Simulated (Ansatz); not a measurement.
**SnO: response to strain**

Consider SnO (space group P4/nmm, No. 129; a = 3.7675 Å, c = 4.5572 Å; layered, stacked along the Cartesian z axis; relaxed with 0.1 eV smearing). Axes: x, y, z lie along a, b, c of the conventional cell.

Strains are applied to the cell and any free atomic positions relax; under biaxial strain the out-of-plane vector relaxes too.

Method: PBEsol-D3(BJ) (Ansatz, an electronic-structure program), spin-orbit coupling left out, earlier PAW set.

Notes on the quantities. pressure: mean of the normal stresses, compression positive.

```tsv
change	shortest interatomic distance	pressure
base	2.210 Å	0.0 GPa
biaxial strain −1.52 %, plane normal [001], relaxed out of plane	2.197 Å	2.0 GPa
biaxial strain −1.13 %, plane normal [001], relaxed out of plane	2.200 Å	1.4 GPa
biaxial strain −0.82 %, plane normal [001], relaxed out of plane	2.203 Å	1.0 GPa
biaxial strain −0.37 %, plane normal [001], relaxed out of plane	2.207 Å	0.4 GPa
isotropic strain −4.29 %	2.161 Å	10.9 GPa
isotropic strain −1.78 %	2.191 Å	3.6 GPa
isotropic strain +4.54 %	2.260 Å	-5.9 GPa
uniaxial strain ε_xx = +3.17 %	2.214 Å	-2.1 GPa
tensor shear ε_xy = +0.14 %	2.210 Å	0.0 GPa
```

No phonon test of stability was made. All final runs are without spin polarisation.
